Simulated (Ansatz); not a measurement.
TiPbO₄ (model structure, started from the HfGeO4 type, I4₁/a, No. 88, 12 atoms in the cell) was calculated with PBEsol+SOC (plane waves, PAW; Ansatz, a program for electronic structure).

Settings: plane-wave cutoff 520 eV, 8×8×8 k mesh, Fermi–Dirac smearing 0.01 eV, PAW data made under PBE.

Cell (relaxed with PBEsol):

```
PbTiO4
1.0
   -2.51556     2.51556     5.44918
    2.51556    -2.51556     5.44918
    2.51556     2.51556    -5.44918
Pb Ti O
2 2 8
Cartesian
  0.00000   0.00000   5.44918
  2.51556   0.00000   2.72459
  0.00000   0.00000   0.00000
  0.00000   2.51556   2.72459
  3.49023   1.27209  -1.79450
  3.75903   0.97466   0.93009
 -0.97466   1.24347   3.65469
 -1.24347   1.54090   6.37928
  1.54090   1.24347   4.51909
  1.27209   1.54090   1.79450
  0.97466   1.27209  -0.93009
  1.24347   0.97466   7.24368
```

What does this level give for the band gap and smallest direct gap on the k points sampled?


- band gap = 1.34 eV (indirect)
- smallest direct gap on the k points sampled = 1.43 eV

Note: the relaxation could raise the start's symmetry but not lower it, so the cell can be a saddle point; cell and atoms aren't relaxed at this level (largest force component 0.03 eV/Å, pressure -0.3 GPa).

Computed values are for the static lattice.

It cost around 6 core-minutes (rough) of CPU time.

A model structure was made by putting elements into a prototype or built by hand; it is no filed structure, need not be a known phase, and can be a saddle point held by its symmetry.
